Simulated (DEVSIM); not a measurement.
System: abrupt GaAs p-n junction, at 350 K.

Layer 1 from the left is GaAs, thickness (μm) 2.80, Na (cm⁻³) 1.7e16, τn (s) 2.9e-8, τp (s) 2.9e-8. Layer 2 from the left is GaAs, thickness (μm) 2.60, Nd (cm⁻³) 1.1e17, τn (s) 2.9e-8, τp (s) 2.9e-8.

Left contact: ohmic. Right contact: ohmic. Voltage is applied to the left contact. Recombination: SRH at mid-gap, radiative. Mobility is μmin + (μ − μmin)/(1 + (N/Nref)^α).

This is a model device: material constants are rounded textbook-type values typed into the input, and sizes, dopings and lifetimes were drawn at random. Values at 300 K; Nc and Nv go as T^1.5, mobilities as T to minus their exponent, the gap by Varshni's rule with the affinity fixed.

GaAs: gap (eV) 1.424, affinity (eV) 4.07, permittivity 12.9, Nc (cm⁻³) 4.7e17, Nv (cm⁻³) 9e18, μn (cm²/Vs) 8500, μp (cm²/Vs) 400, μn,min 500, μp,min 20, Nref,n 6e16, Nref,p 1.5e17, αn 0.39, αp 0.38, T exponent of μn 2.1, T exponent of μp 2.2, B (cm³/s) 2e-10, Varshni α (eV/K) 0.000541, Varshni β (K) 204.

Model (solved in DEVSIM): 1D drift-diffusion, Boltzmann statistics, complete ionisation; no tunnelling, impact ionisation, image-force lowering or self-heating.

**Question.** What does the simulation give for the dark forward voltage at 100 A/cm², the largest field in the device at zero bias, the dark forward voltage at 1 A/cm², the potential step across the device at zero bias?

**Answer.** dark forward voltage at 100 A/cm² 1.025 V; largest field in the device at zero bias 67000 V/cm; dark forward voltage at 1 A/cm² 0.883 V; potential step across the device at zero bias 1.154 V.
